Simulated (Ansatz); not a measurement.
The starting structures come from a database of crystals and need not be the phases stable at ambient conditions.

Input:

```yaml
crystal:
  lattice:
    - [4.74978, 0.00000, 0.00000]
    - [0.00000, 5.11724, 0.00000]
    - [0.00000, 0.00000, 8.83457]
  atoms:
    - { symbol: Li, position: [0.00000, 0.50000, 0.00000] }
    - { symbol: Li, position: [0.50000, 0.00000, 0.00000] }
    - { symbol: Li, position: [0.50000, 0.00000, 0.50000] }
    - { symbol: Li, position: [0.00000, 0.50000, 0.50000] }
    - { symbol: Ta, position: [0.44176, 0.44892, 0.25000] }
    - { symbol: Ta, position: [0.55824, 0.55108, 0.75000] }
    - { symbol: Ta, position: [0.94176, 0.05108, 0.75000] }
    - { symbol: Ta, position: [0.05824, 0.94892, 0.25000] }
    - { symbol: O, position: [0.69853, 0.12030, 0.25000] }
    - { symbol: O, position: [0.30147, 0.87970, 0.75000] }
    - { symbol: O, position: [0.19853, 0.37970, 0.75000] }
    - { symbol: O, position: [0.80147, 0.62030, 0.25000] }
    - { symbol: O, position: [0.21101, 0.20684, 0.10592] }
    - { symbol: O, position: [0.78899, 0.79316, 0.89408] }
    - { symbol: O, position: [0.71101, 0.29316, 0.89408] }
    - { symbol: O, position: [0.28899, 0.70684, 0.10592] }
    - { symbol: O, position: [0.28899, 0.70684, 0.39408] }
    - { symbol: O, position: [0.71101, 0.29316, 0.60592] }
    - { symbol: O, position: [0.78899, 0.79316, 0.60592] }
    - { symbol: O, position: [0.21101, 0.20684, 0.39408] }
```

Space group of this cell: Pnma. The cell is taken as given; by PBEsol its mean pressure is -6.8 GPa.

These are PBEsol (plane waves, PAW; Ansatz, a program for electronic structure) values and carry that method's errors.

The current runs along the normal of the first two printed vectors; no spin-orbit coupling. Scaled by the factor s: all lengths (ions clamped). The meshes follow the cell: 8×6×4 and 8×6 across at s = 0.98, 6×6×4 and 6×6 across at s = 1.00, 6×6×4 and 6×6 across at s = 1.02.

```csv
s,mean pressure (GPa),band gap (eV)
0.98,6.7,?
1.00,-6.8,2.46
1.02,-16.9,2.29
```

### Question
Take the slope of the band gap against ln s from the two given rows, extrapolate to s = 0.98, and say what the run there gives.

### Answer
Slope = (2.29 − 2.46) / ln 1.02 = -8.58 eV. The line gives 2.46 + (-8.58) × ln 0.98 = 2.63 eV. The run gives 2.63 eV, as the line does.
